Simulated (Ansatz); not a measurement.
**Sn, response to strain**

The reference is Sn in the diamond structure (space group Fd-3m, No. 227; relaxed with 0.1 eV smearing).

```xyz
2
Lattice="0.0000 3.2372 3.2372 3.2372 0.0000 3.2372 3.2372 3.2372 0.0000" Properties=species:S:1:pos:R:3 pbc="T T T"
Sn     0.0000     0.0000     0.0000
Sn     1.6186     1.6186     1.6186
```

Cartesian axes are those of the cell as printed.

Strains are applied to the cell and any free atomic positions relax; under biaxial strain the out-of-plane vector relaxes too.

Computed with LDA (Ansatz, a quantum-chemistry and plane-wave program), spin-orbit coupling left out.

Notes on the quantities. pressure: mean of the normal stresses, compression positive.

| change | pressure | volume per atom |
|---|---|---|
| base | 0.0 GPa | 33.93 Å³ |
| biaxial strain −3.00 %, plane normal [001], relaxed out of plane | 1.4 GPa | 32.90 Å³ |
| biaxial strain −2.50 %, plane normal [001], relaxed out of plane | 1.2 GPa | 33.07 Å³ |
| biaxial strain −2.00 %, plane normal [001], relaxed out of plane | 0.9 GPa | 33.25 Å³ |
| biaxial strain −1.50 %, plane normal [001], relaxed out of plane | 0.7 GPa | 33.42 Å³ |
| biaxial strain −1.00 %, plane normal [001], relaxed out of plane | 0.4 GPa | 33.59 Å³ |
| biaxial strain −0.50 %, plane normal [001], relaxed out of plane | 0.2 GPa | 33.76 Å³ |
| biaxial strain +0.50 %, plane normal [001], relaxed out of plane | -0.2 GPa | 34.08 Å³ |
| biaxial strain +1.50 %, plane normal [001], relaxed out of plane | -0.6 GPa | 34.40 Å³ |
| biaxial strain +2.00 %, plane normal [001], relaxed out of plane | -0.8 GPa | 34.56 Å³ |

Whether these cells are dynamically stable was not tested.
